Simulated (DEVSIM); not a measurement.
Structure: Schottky contact on n-type Si, at 300 K.

Layer 1 from the left is Si, thickness (μm) 3.60, Nd (cm⁻³) 1.2e17, τn (s) 3.2e-6, τp (s) 3.2e-6.

Left contact: Schottky, work function 4.47 eV, emission velocity 8.2e6 cm/s. Right contact: ohmic. Voltage is applied to the left contact. Recombination: SRH at mid-gap, radiative, Auger. Mobility is constant in doping.

Constants are typed, rounded textbook-type inputs, not results; the design itself was drawn at random and stands for no fabricated device. Values at 300 K.

Si: gap (eV) 1.124, affinity (eV) 4.05, permittivity 11.7, Nc (cm⁻³) 2.86e19, Nv (cm⁻³) 3.1e19, μn (cm²/Vs) 1417, μp (cm²/Vs) 470, B (cm³/s) 4.7e-15, Cn (cm⁶/s) 2.8e-31, Cp (cm⁶/s) 9.9e-32.

Task: Estimate by hand the built-in potential, the peak field at zero bias, the capacitance at -0.5 V, and compare with a numerical solution.

Result: 
- Built-in potential: barrier φB = 0.420 eV; Vbi = φB − kT/q ln(N_band/N) = 0.278 V; numerical 0.278 V.
- Peak field at zero bias: depletion approximation: W = √(2εVbi/(qN)) = 0.0548 μm with N = 1.20e17 cm⁻³; field = 2Vbi/W = 102000 V/cm; numerical 95900 V/cm (estimate above by 6.0 %).
- Capacitance at -0.5 V: C = √(qεN / 2(Vbi + |V|)) = 113 nF/cm²; numerical 115 nF/cm² (estimate below by 1.7 %).

DEVSIM, 1D drift-diffusion, Boltzmann statistics, complete ionisation; no tunnelling, impact ionisation, image-force lowering or self-heating. Metal contacts follow the ideal Schottky-Mott rule: no Fermi-level pinning, no interface dipoles.
